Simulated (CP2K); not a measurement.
Band structure of CaCo2Si2 (I4/mmm, 5 atoms in the cell).

```
Ca(CoSi)2
1.0
    5.64410     0.00000     0.00000
    2.99206     4.78575     0.00000
   -4.31808    -2.39288     2.73572
Ca Co Si
1 2 2
Direct
  0.00000   0.00000   0.00000
  0.25000   0.75000   0.50000
  0.75000   0.25000   0.50000
  0.63375   0.63375   0.00000
  0.36625   0.36625   0.00000
```

Method: LDA (Pade form), GPW, DZVP-MOLOPT-SR-GTH basis, GTH-PADE potentials (GTH_POTENTIALS) run with CP2K.

Settings: CUTOFF = 600 Ry; REL_CUTOFF = 50 Ry; SMEAR/METHOD = FERMI_DIRAC; ELECTRONIC_TEMPERATURE = 1160.45 K; KPOINTS/SCHEME = MONKHORST-PACK 8 8 8; GAMMA_CENTERED = T; XC_FUNCTIONAL = PADE; Ca/BASIS_SET = DZVP-MOLOPT-SR-GTH-q10; Ca/POTENTIAL = GTH-PADE-q10; Co/BASIS_SET = DZVP-MOLOPT-SR-GTH-q17; Co/POTENTIAL = GTH-PADE-q17; Si/BASIS_SET = DZVP-MOLOPT-SR-GTH-q4; Si/POTENTIAL = GTH-PADE-q4; METHOD = GPW.

The starting cell comes from a database of computed structures (which also holds hypothetical and non-ambient phases and stackings), without a prior relaxation at this level. Its lattice was rescaled by a random factor within 2.5 % of one. Spin polarisation is off. Values carry the incompleteness of an atom-centred basis.

Levels in eV from the Fermi level, bands 23 to 28:
| point | 23 | 24 | 25 | 26 | 27 | 28 |
|---|---|---|---|---|---|---|
| Γ | -0.84 | -0.75 | -0.32 | -0.32 | -0.13 | 1.01 |
| X | -1.80 | -1.09 | -0.95 | -0.93 | -0.60 | 0.30 |
| Y | -1.84 | -1.16 | -0.96 | -0.85 | -0.21 | 0.30 |
| S | -1.50 | -1.43 | -1.36 | 0.66 | 0.71 | 0.92 |
| Z | -0.74 | -0.17 | -0.17 | -0.13 | 0.92 | 1.78 |
| S1 | -1.50 | -1.43 | -1.36 | 0.66 | 0.71 | 0.92 |
| N | -1.58 | -1.57 | -1.09 | -0.59 | 0.97 | 2.09 |
| P | -1.90 | -0.94 | -0.94 | -0.88 | -0.88 | 0.38 |
| Y1 | -1.84 | -1.16 | -0.96 | -0.85 | -0.21 | 0.30 |

Bands cross the Fermi level along this path, so the cell is metallic at this level.

Higher empty bands are left out: an atom-centred basis made for the valence describes them poorly.
